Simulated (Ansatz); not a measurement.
Elastic constant C12 of fluorite HfO₂ (high-temperature phase) at several levels of theory

No measured value is used here.

```tsv
level (code)	value (GPa)	cell (Å³/atom)
LDA (Ansatz)	(withheld)	10.42
PBE (Ansatz)	(withheld)	11.04
PBEsol (Ansatz)	109	10.69
PBE-D3(BJ) (Ansatz)	101	10.88
r²SCAN (Ansatz)	107	10.78
PBE0 (Ansatz)	107	10.77
```

Problem. What belongs in the gaps?

Solution. 
- LDA (Ansatz, an electronic-structure program), value (GPa): 121
- PBE (Ansatz), value (GPa): 96.0

Density-functional levels without +SOC have no spin–orbit coupling. LDA, PBE, PBEsol, PBE-D3(BJ), r²SCAN, PBE0: symmetry holds this phase in the static calculation, where it need not be a minimum. PBE-D3(BJ): the dispersion coefficients are held fixed in the derivatives. Each level is taken at its own relaxed cell. Cutoffs differ between the levels. Ansatz's density-functional and Hartree–Fock values are scalar-relativistic unless marked +SOC, with PAW data made under PBE.
